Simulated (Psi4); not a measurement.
Psi4 1.11, PBE0/def2-svp: Zr(Cl)2(Br)2 ([Cl][Zr]([Cl])([Br])[Br]), 5 atoms. The geometry is a generated start, not checked to be a minimum at this level.

* **task**: energy
* **method**: pbe0
* **basis**: def2-svp
* **memory**: 3 GB
* **maxiter**: 100
* **keys of the molecule block**: symmetry c1
* **scf_type**: df (default)
* **guess**: auto, which took SAD (default)
* **scf_initial_accelerator**: adiis (default)
* **e_convergence**: 1e-06 (default)
* **d_convergence**: 1e-06 (default)
* **dft_radial_points**: 75 (default)
* **dft_spherical_points**: 302 (default)
* **effective core potentials**: those of the basis set, past Kr
* **basis functions**: 131
* **grid points**: 108564

```xyz
5

Zr     0.1158     0.0000     0.0220
Cl     1.6064     1.1663    -1.2023
Cl     1.0626    -1.1556     1.7056
Br    -1.1650    -1.5384    -1.4435
Br    -1.6198     1.5277     0.9181
```

Charge 0 and multiplicity 1 are set for this test and not shown to be the ground state.

One run each on 2 threads. Values of diis_max_vecs tried: 3, 6, 10 (default), 20.

Which value of diis_max_vecs needs the fewest SCF iterations, and what happens away from it?

Fewest SCF iterations, within one of each other: 6 with 9, 10 (default) with 10, 20 with 10. The count rises to 17 at 3. All converge to one solution.

| diis_max_vecs | SCF iterations | end |
|---|---|---|
| 3 | 17 | same solution |
| 6 | 9 | same solution |
| 10 (default) | 10 | same solution |
| 20 | 10 | same solution |
